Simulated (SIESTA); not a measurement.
## Worked example: self-consistent single point of Sr3Ag2 (R-3, 15 atoms in the cell) in SIESTA

Level of theory: GGA PBEsol, numerical atomic orbitals DZP, PseudoDojo PBEsol standard norm-conserving potentials (rewritten from UPF to PSML) (SIESTA 5.4.2).

The input file:

```
# files in the folder: Sr.psml Ag.psml (PseudoDojo PBEsol standard)
SystemName  Sr3Ag2
SystemLabel siesta

NumberOfAtoms                15
NumberOfSpecies              2
%block ChemicalSpeciesLabel
  1 38 Sr
  2 47 Ag
%endblock ChemicalSpeciesLabel
LatticeConstant              1.0 Ang
%block LatticeVectors
     4.981000000    2.875782000    6.203333000
    -4.981000000    2.875782000    6.203333000
     0.000000000   -5.751563000    6.203333000
%endblock LatticeVectors
AtomicCoordinatesFormat      ScaledCartesian
%block AtomicCoordinatesAndAtomicSpecies
    -2.565215000    2.822292555    7.952672906  1
    -1.161569200   -3.632686974    7.952672906  1
     3.726784200    0.810395701    7.952672906  1
     2.565215000   -2.822291555   10.657326094  1
     1.161569200    3.632687974   10.657326094  1
    -3.726784200   -0.810394701   10.657326094  1
     0.905047700    2.660961172    7.375762937  2
    -2.756983500   -0.546685699    7.375762937  2
     1.851935800   -2.114274285    7.375762937  2
    -0.905047700   -2.660960173   11.234236063  2
     2.756983500    0.546686699   11.234236063  2
    -1.851935800    2.114275285   11.234236063  2
     0.000000000    0.000000500    9.304999500  1
     0.000000000    0.000000293    5.449007707  1
    -0.000000000    0.000000707   13.160991293  1
%endblock AtomicCoordinatesAndAtomicSpecies

XC.functional                GGA
XC.authors                   PBEsol
PAO.BasisSize                DZP
PAO.EnergyShift              0.005 Ry
MeshCutoff                   400 Ry
%block kgrid.MonkhorstPack
    3   0   0  0.0
    0   3   0  0.0
    0   0   3  0.0
%endblock kgrid.MonkhorstPack
OccupationFunction           FD
ElectronicTemperature        1160.45 K

MaxSCFIterations             150
SCF.Mixer.Method             Pulay
SCF.Mixer.Weight             0.25
SCF.Mixer.History            6
SCF.DM.Tolerance             1.0E-05
Diag.ParallelOverK           true
WriteForces                  true
```

The program printed (abridged):

```
reinit: Reading from file input.fdf

reinit: System Name: Sr3Ag2
reinit: System Label: siesta

coor:   Atomic-coordinates input format  =     Cartesian coordinates
coor:                                          (in units of alat)

siesta: Atomic coordinates (Bohr) and species
siesta:     -4.84755   5.33336  15.02837  1        1
siesta:     -2.19505  -6.86478  15.02837  1        2
siesta:      7.04260   1.53143  15.02837  1        3
siesta:      4.84755  -5.33336  20.13943  1        4
siesta:      2.19505   6.86479  20.13943  1        5
siesta:     -7.04260  -1.53142  20.13943  1        6
siesta:      1.71029   5.02849  13.93817  2        7
siesta:     -5.20994  -1.03309  13.93817  2        8
siesta:      3.49965  -3.99540  13.93817  2        9
siesta:     -1.71029  -5.02849  21.22963  2       10
siesta:      5.20994   1.03309  21.22963  2       11
siesta:     -3.49965   3.99540  21.22963  2       12
siesta:      0.00000   0.00000  17.58390  1       13
siesta:      0.00000   0.00000  10.29713  1       14
siesta:     -0.00000   0.00000  24.87067  1       15

siesta: System type = bulk

initatomlists: Number of atoms, orbitals, and projectors:     15   195   270

siesta: ******************** Simulation parameters ****************************
redata: Spin configuration                          = none
redata: Time-Reversal Symmetry                      = T
redata: Number of Atomic Species                    =        2
redata: Mesh Cutoff                                 =   400.0000 Ry
redata: Net charge of the system                    =     0.0000 |e|
redata: Min. number of SCF Iter                     =        0
redata: Max. number of SCF Iter                     =      150
redata: SCF convergence failure will abort job
redata: SCF mix quantity                            = Hamiltonian
redata: Mix DM or H after convergence               =   F
redata: Recompute H after scf cycle                 =   F
   [... lines left out ...]
diag: Parallel distribution                         =     1 x     1
diag: Used triangular part                          = Lower
diag: Absolute tolerance                            =  0.100E-15
diag: Orthogonalization factor                      =  0.100E-05
diag: Memory factor                                 =  1.0000

superc: Internal auxiliary supercell:     5 x     5 x     5  =     125
superc: Number of atoms, orbitals, and projectors:   1875  24375  33750

                        Single-point calculation

superc: Internal auxiliary supercell:     5 x     5 x     5  =     125
superc: Number of atoms, orbitals, and projectors:   1875  24375  33750

outcell: Unit cell vectors (Ang):
        4.981000    2.875782    6.203333
       -4.981000    2.875782    6.203333
        0.000000   -5.751563    6.203333

outcell: Cell vector modules (Ang)   :    8.459422    8.459422    8.459422
outcell: Cell angles (23,13,12) (deg):     72.1453     72.1453     72.1453
outcell: Cell volume (Ang**3)        :    533.1492
new_DM -- step:     1
Initializing Density Matrix...

Attempting to read DM from file... Failed...
DM filled with atomic data:

InitMesh: MESH = 96 x 96 x 96 = 884736
InitMesh: Mesh cutoff (required, used) =   400.000   415.753 Ry

stepf: Fermi-Dirac step function
        iscf     Eharris(eV)        E_KS(eV)     FreeEng(eV)     dDmax    Ef(eV) dHmax(eV)
   scf:    1   -33502.999859   -33621.137602   -33621.431925  4.721343 -3.069327 15.680408
   scf:    2   -33659.667366   -33650.901055   -33651.186862  1.457443 -3.361124  1.742981
   scf:    3   -33652.226738   -33651.767483   -33652.039180  0.078298 -3.368607  1.270658
   scf:    4   -33652.021093   -33651.906629   -33652.174988  0.054667 -3.376652  0.683875
   scf:    5   -33651.987915   -33651.953796   -33652.219487  0.043477 -3.384500  0.120729
   scf:    6   -33651.957503   -33651.956335   -33652.222363  0.009213 -3.387217  0.015202
   scf:    7   -33651.955203   -33651.955820   -33652.222486  0.004174 -3.389534  0.009968
   scf:    8   -33651.955936   -33651.955883   -33652.222503  0.000833 -3.389774  0.001235
   scf:    9   -33651.955874   -33651.955879   -33652.222503  0.000274 -3.390007  0.001101
   scf:   10   -33651.955889   -33651.955884   -33652.222504  0.000416 -3.390352  0.000446
   scf:   11   -33651.955892   -33651.955888   -33652.222504  0.000160 -3.390482  0.000177
   scf:   12   -33651.955885   -33651.955886   -33652.222504  0.000026 -3.390503  0.000059
   scf:   13   -33651.955886   -33651.955886   -33652.222504  0.000008 -3.390508  0.000024
SCF Convergence by DM+H criterion
max |DM_out - DM_in|         :     0.0000080846
max |H_out - H_in|      (eV) :     0.0000237167
SCF cycle converged after 13 iterations

Using DM_out to compute the final energy and forces

siesta: E_KS(eV) =           -33651.9559

siesta: E_KS - E_eggbox =    -33651.9559

siesta: Atomic forces (eV/Ang):
     1    0.091070   -0.117709   -0.006354
     2    0.056404    0.137724   -0.006354
     3   -0.147474   -0.020015   -0.006354
     4   -0.091070    0.117709    0.006354
     5   -0.056404   -0.137724    0.006354
     6    0.147474    0.020015    0.006354
     7   -0.065664    0.049791   -0.155607
     8   -0.010288   -0.081762   -0.155607
     9    0.075953    0.031971   -0.155607
    10    0.065664   -0.049791    0.155607
    11    0.010288    0.081762    0.155607
    12   -0.075953   -0.031971    0.155607
    13    0.000000    0.000000   -0.000000
    14    0.000000   -0.000000   -0.053660
    15   -0.000000    0.000000    0.053660
   Tot   -0.000000    0.000000    0.000000
   Max    0.155607
   Res    0.084974    sqrt( Sum f_i^2 / 3N )
   Max    0.155607    constrained

Stress tensor Voigt[x,y,z,yz,xz,xy] (kbar):      -32.93      -32.93      -32.11        0.00       -0.00       -0.00
(Free)E + p*V (eV/cell)   -33641.3560
Target enthalpy (eV/cell)   -33652.2225

siesta: Program's energy decomposition (eV):
siesta: Ebs     =     -5830.565681
siesta: Eions   =     48084.839212
siesta: Ena     =      8183.908542
siesta: Ekin    =     10833.637871
siesta: Enl     =       911.559332
siesta: Eso     =         0.000000
siesta: Edftu   =         0.000000
siesta: DEna    =       268.792426
siesta: DUscf   =         5.795585
siesta: DUext   =         0.000000
siesta: Ex      =     -5384.179811
siesta: Ec      =      -386.630618
siesta: Exc     =     -5770.810429
siesta: Eharris =    -33651.955886
siesta: Etot    =    -33651.955886
siesta: FreeEng =    -33652.222504

siesta: Atomic forces (eV/Ang):
siesta:      1    0.091070   -0.117709   -0.006354
siesta:      2    0.056404    0.137724   -0.006354
siesta:      3   -0.147474   -0.020015   -0.006354
siesta:      4   -0.091070    0.117709    0.006354
siesta:      5   -0.056404   -0.137724    0.006354
siesta:      6    0.147474    0.020015    0.006354
siesta:      7   -0.065664    0.049791   -0.155607
siesta:      8   -0.010288   -0.081762   -0.155607
siesta:      9    0.075953    0.031971   -0.155607
siesta:     10    0.065664   -0.049791    0.155607
siesta:     11    0.010288    0.081762    0.155607
siesta:     12   -0.075953   -0.031971    0.155607
siesta:     13    0.000000    0.000000   -0.000000
siesta:     14    0.000000   -0.000000   -0.053660
siesta:     15   -0.000000    0.000000    0.053660
siesta: ----------------------------------------
siesta:    Tot   -0.000000    0.000000    0.000000

siesta: Stress tensor (static) (eV/Ang**3):
siesta:    -0.020553    0.000000   -0.000000
siesta:    -0.000000   -0.020553    0.000000
siesta:    -0.000000    0.000000   -0.020040

siesta: Cell volume =        533.149244 Ang**3

siesta: Pressure (static):
siesta:                Solid            Molecule  Units
siesta:           0.00022198          0.00022668  Ry/Bohr**3
siesta:           0.02038172          0.02081310  eV/Ang**3
siesta:          32.65511971         33.34626759  kBar
```

The run converged in 13 iterations.

The starting cell comes from a database of published, mostly measured structures (it also holds non-ambient and calculated ones), without a prior relaxation at this level. Values carry the incompleteness of an atom-centred basis. With a pressure of about 3 GPa the cell is away from its equilibrium volume at this level.

Cost on one core of a shared machine: roughly 3 min.
